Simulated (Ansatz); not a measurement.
# Convergence study of shifted k-point meshes for LuTlSe2 (R3m, 4 atoms in the cell)

```yaml
crystal:
  lattice:
    - [2.04566, 1.18107, 7.76154]
    - [-2.04566, 1.18107, 7.76154]
    - [0.00000, -2.36213, 7.76154]
  atoms:
    - { symbol: Lu, position: [0.00215, 0.00215, 0.00215] }
    - { symbol: Tl, position: [0.50000, 0.50000, 0.50000] }
    - { symbol: Se, position: [0.73314, 0.73314, 0.73314] }
    - { symbol: Se, position: [0.26686, 0.26686, 0.26686] }
```

Level of theory: LDA (PW92), default PAW files made with PBE (plane waves; Ansatz, a first-principles code).

Base settings: basis.ecutwfc = 420 eV; kpoints.mp_grid.grid = 7 7 7; hamiltonian.xc = lda; hamiltonian.pseudopotentials = {kind: paw} (the program's default PAW files); scf.occupations.method = fixed.

In this ladder: kpoints.mp_grid.shift = 0.5 0.5 0.5.

Shifted meshes do not hold Γ, so a gap read on them misses any band edge there.

Only quantities that move along the ladder and can be compared are tabulated.

The count of work is k-points × plane waves × bands × iterations; it is no time. Core times come from one kind of shared machine, to one figure; runs under 30 s give none.

The starting cell comes from a database of computed structures (which also holds hypothetical and non-ambient phases and stackings), without a prior relaxation at this level. Its lattice was rescaled by up to half a per cent. One atom was moved a little off its site on purpose. Spin-orbit coupling is off. In the base run, with a pressure of about -4 GPa the cell is away from its equilibrium volume at this level. Ansatz's pressure includes its estimate of the finite-basis (Pulay) stress.

| kpoints.mp_grid.grid | free energy less the last step's (meV/atom) | pressure (GPa) | largest difference of a force vector from the last step's (eV/Å) | gap on the mesh (eV) | count of work / last | core time / last (rough) |
|---|---|---|---|---|---|---|
| 2 2 2 | 175.80 | -2.15 | 0.306 | 1.874 | 0.0026 | – |
| 3 3 3 | 35.64 | -3.46 | 0.095 | 1.121 | 0.0078 | – |
| 4 4 4 | 8.56 | -3.76 | 0.007 | 1.235 | 0.013 | – |
| 5 5 5 | 2.86 | -3.83 | 0.004 | 0.909 | 0.025 | – |
| 6 6 6 | 0.96 | -3.86 | 0.001 | 1.052 | 0.036 | – |
| 7 7 7 | 0.31 | -3.87 | 0.000 | 0.880 | 0.057 | – |
| 8 8 8 | 0.11 | -3.88 | 0.000 | 0.981 | 0.078 | – |
| 9 9 9 | 0.04 | -3.88 | 0.000 | 0.875 | 0.11 | 0.1 |
| 10 10 10 | 0.01 | -3.88 | 0.000 | 0.946 | 0.14 | 0.1 |
| 11 11 11 | 0.01 | -3.88 | 0.000 | 0.876 | 0.19 | 0.2 |
| 12 12 12 | 0.00 | -3.88 | 0.000 | 0.924 | 0.24 | 0.3 |
| 14 14 14 | 0.00 | -3.88 | 0.000 | 0.908 | 0.36 | 0.4 |
| 15 15 15 | 0.00 | -3.88 | 0.000 | 0.878 | 0.45 | 0.4 |
| 17 17 17 | 0.00 | -3.88 | 0.000 | 0.878 | 0.64 | 0.7 |
| 18 18 18 | 0.00 | -3.88 | 0.000 | 0.894 | 0.74 | 0.7 |
| 20 20 20 | 0.00 | -3.88 | 0.000 | 0.891 | 1.0 | 1 |

Coarsest kpoints.mp_grid.grid that holds the free energy within 2 meV/atom of the last step, with all finer ones: 6 6 6, at 0.036 of the last step's count of work; the step before is off by 2.9 meV/atom.

Coarsest kpoints.mp_grid.grid that holds the forces within 0.02 eV/Å of the last step, with all finer ones: 4 4 4, at 0.013 of the last step's count of work; the step before is off by 0.095 eV/Å.

The gap on the mesh jumps up and down from mesh to mesh; it is no smooth measure of convergence.

Keys are those of Ansatz 0.2.
